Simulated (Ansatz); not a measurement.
## FeCo in the CsCl type structure (space group Pm-3m, No. 221; ferromagnetic)

FeCo has the cubic space group Pm-3m (No. 221), the CsCl type structure, Pearson symbol cP2. Lattice parameters: a = b = c = 2.8450 Å, α = β = γ = 90.00°. Fe on 1a is surrounded by 8 Co at 2.464 Å and 6 Fe at 2.845 Å. Co on 1b has 8 Fe at 2.464 Å and 6 Co at 2.845 Å. (Neighbours: up to the widest gap in distance over summed covalent radii, below 1.35, at either atom.)

Method: Ansatz (a program for electronic structure) PBE, spin-orbit coupling left out, earlier PAW set. Settings: 16×16×16 k-points, 0.05 eV Fermi–Dirac smearing.

```yaml
volume_per_atom: 11.51 Å³
density: 8.28 g/cm³
band_gap: zero
magnetic_state: ferromagnetic
total_energy: -4803.388 eV/atom (σ→0; compares only within this code and set-up)
```

The magnetic state is the one reached from the starting moments; the real material's order can differ, and small cells can't hold many antiferromagnetic ones. No phonon test of stability was made.
